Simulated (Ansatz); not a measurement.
## Carrier properties of Si (I4_1/amd)

Data:

```
CELL_PARAMETERS angstrom
      0.00000     2.70110     2.72937
      2.70110     0.00000     2.72937
      2.70110     2.70110     0.00000
ATOMIC_POSITIONS crystal
  Si 0.25000 0.25000 0.25000
  Si 0.00000 0.00000 0.00000
```

Computed with PBEsol with spin-orbit coupling, rigid bands (plane waves, PAW; Ansatz, a program for electronic structure). Condition of this run: biaxial stress xx = yy = 1 GPa (compression positive) (the target of the relaxation). Geometry: cell and atoms relaxed with PBEsol, then loaded as said.

```yaml
band_gap: 0.38 eV
electron conductivity mass (300 K, dilute): 0.34 (x), 0.34 (y), 0.21 (z) mₑ
hole conductivity mass (300 K, dilute): 0.33 (x), 0.33 (y), 0.36 (z) mₑ
effective density of states N_c (300 K): 2.0e19 cm⁻³
effective density of states N_v (300 K): 1.3e19 cm⁻³
density_of_states_mass_electrons: 0.87 mₑ
density_of_states_mass_holes: 0.63 mₑ
Seebeck coefficient, n-type 1e19 cm⁻³, 300 K: -282 μV/K
Seebeck coefficient, p-type 1e19 cm⁻³, 300 K: 293 μV/K
best p-type power factor at 300 K for τ = 10 fs (best axis; densities from 1e16 to 1e21 cm⁻³ tried, whether or not they can be reached): 14.7 μW/(cm·K²) at 1e20 cm⁻³
```

Rigid bands; masses and Seebeck coefficients take one relaxation time τ for all states and one kind of carrier; polarons and phonon drag are left out.
